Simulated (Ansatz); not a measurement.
# A constructed model of the (111)A surface of zinc-blende BP (in the relaxation 2 B–O bonds formed), B-terminated, 2x2 O adatom at T4 (bottom of the slab: 3 H on 4 bottom sites)

All values below come from PBE (plane waves to 420 eV, PAW; Ansatz, a first-principles code).

Slab: 44 atoms, 13.8 Å thick at the start with caps and adatoms (thin: gaps and levels are the slab's own); k 4x4x1, smearing 0.025 eV, dipole-corrected; 8 atoms held, the rest relaxed; start symmetry kept, larger cells not searched; spin-polarised, ending with about 1.0 μB a cell; orders that need a larger cell were not tried, no spin-orbit, no U. In PBE it lies 0.04 eV a 1x1 cell over the lowest computed structure of the same composition (2x2 O adatom at H3).

| Quantity | Result |
|---|---|
| gap of the slab on its k-mesh | 0.51 eV |
| highest filled level below the top vacuum level | 5.15 eV |
| energy released by relaxation | 3.54 eV |
| magnetic moment of the cell | 1.00 μB |
| cost | roughly 70 core-minutes |
